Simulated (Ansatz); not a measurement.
**CsHS, response to strain**

The parent structure is CsHS (space group I4/m, No. 87; a cell from a computed database, its experimental status unchecked).

```
CELL_PARAMETERS angstrom
     -4.20091     4.20091     4.64983
      4.20091    -4.20091     4.64983
      4.20091     4.20091    -4.64983
ATOMIC_POSITIONS crystal
  Cs 0.25000 0.75000 0.50000
  Cs 0.75000 0.25000 0.50000
  Cs 0.26991 0.26991 0.00000
  Cs 0.73009 0.73009 0.00000
  H  0.08872 0.23852 0.32723
  H  0.91128 0.76148 0.67277
  H  0.23852 0.91128 0.14980
  H  0.76148 0.08872 0.85020
  S  0.23641 0.74880 0.98521
  S  0.76359 0.25120 0.01479
  S  0.74880 0.76359 0.51240
  S  0.25120 0.23641 0.48760
```

Cartesian axes are those of the cell as printed.

Strains are applied to the cell and any free atomic positions relax; under biaxial strain the out-of-plane vector relaxes too.

Calculations: PBE/PAW in Ansatz (an electronic-structure program), no SOC.

Notes on the quantities. pressure: mean of the normal stresses, compression positive.

```tsv
change	volume per atom	pressure	band gap	largest internal atomic displacement	space group
base	27.35 Å³	0.00 GPa	3.44 eV	–	I4/m (No. 87)
biaxial strain −4.98 %, plane normal [001], relaxed out of plane	25.24 Å³	1.13 GPa	3.58 eV	–	I4/m (No. 87)
biaxial strain −1.03 %, plane normal [001], relaxed out of plane	26.90 Å³	0.20 GPa	3.54 eV	–	I4/m (No. 87)
isotropic strain −2.03 %	25.72 Å³	0.90 GPa	3.46 eV	0.053 Å	I4/m (No. 87)
isotropic strain +0.77 %	27.99 Å³	-0.27 GPa	3.36 eV	0.025 Å	I4/m (No. 87)
uniaxial strain ε_yy = −4.43 %	26.14 Å³	0.61 GPa	3.46 eV	0.065 Å	C2/m (No. 12)
uniaxial strain ε_yy = +1.08 %	27.65 Å³	-0.12 GPa	3.39 eV	0.016 Å	C2/m (No. 12)
tensor shear ε_xz = −3.06 %	27.33 Å³	0.09 GPa	3.44 eV	0.049 Å	P-1 (No. 2)
tensor shear ε_xy = −1.48 %	27.35 Å³	0.02 GPa	3.44 eV	0.014 Å	C2/m (No. 12)
```

Stability against distortions was not tested.
